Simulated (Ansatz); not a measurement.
# Effort and miss along a sweep of kpoints.mp_grid.grid: HfCo7 (Cmmm, 8 atoms in the cell)

Cell: a = 5.1931 Å, b = 5.1931 Å, c = 3.5615 Å, α = 90.00°, β = 90.00°, γ = 90.46°.

Method of the run: PBEsol, default PAW files made with PBE (plane waves; Ansatz, a first-principles code).

Base settings: kpoints.mp_grid.grid = 7 7 10; hamiltonian.xc = pbesol; hamiltonian.pseudopotentials = {kind: paw} (the program's default PAW files); scf.occupations.method = fermi_dirac; scf.occupations.width = 0.136 eV.

Misses are taken against the tightest run, 13 13 18, which need not be fully converged itself. The energy is the free energy per atom.

The count of work is k-points × plane waves × bands × iterations; it is no time, and leaves out set-up, grids and terms that scale otherwise. Core times come from one kind of shared machine and are given to one figure; runs under 30 s give none.

The starting cell comes from a database of computed structures (which also holds hypothetical and non-ambient phases and stackings), without a prior relaxation at this level. Spin polarisation is off. In the base run, with a pressure of about -15 GPa the cell is away from its equilibrium volume at this level. Ansatz's pressure includes its estimate of the finite-basis (Pulay) stress.

```tsv
kpoints.mp_grid.grid	energy less reference (meV/atom)	pressure less reference (GPa)	largest difference in the force on any atom (eV/Å)	count of work / reference	core time / reference (rough)
1 1 1	-103.50	-3.03	1.573	0.0027	–
1 1 2	514.53	4.13	0.140	0.0050	–
2 2 2	40.80	0.36	0.289	0.012	–
2 2 3	-18.77	-0.54	0.111	0.012	–
3 3 4	1.72	-0.01	0.021	0.024	–
4 4 5	0.12	0.03	0.013	0.043	–
5 5 6	-0.68	-0.03	0.002	0.073	–
5 5 8	-0.45	-0.02	0.003	0.092	–
6 6 9	-0.14	0.00	0.001	0.13	–
7 7 10	0.03	0.01	0.002	0.20	0.3
9 9 12	-0.01	0.00	0.000	0.36	0.5
10 10 15	0.00	0.00	0.000	0.51	0.7
13 13 18	0.00	0.00	0.000	1.0	1
```

Coarsest setting among those run that, with all tighter ones, holds the energy within 10 meV/atom of the reference: 3 3 4, off by 1.7 meV/atom; it needs 0.024 of the reference's count of work.

Coarsest setting among those run that, with all tighter ones, holds the energy within 0.5 meV/atom of the reference: 5 5 8, off by 0.45 meV/atom; it needs 0.092 of the reference's count of work. The coarser 4 4 5 also lies inside, but a setting between leaves the range again, so that is luck.

The step from 1 1 1 to 2 2 3: it takes the miss in the energy from 100 to 19 meV/atom, for 4.5 times the count of work.

Left out of this page: 1 run of the series stopped by limits of time or memory.

Keys are those of Ansatz 0.2.
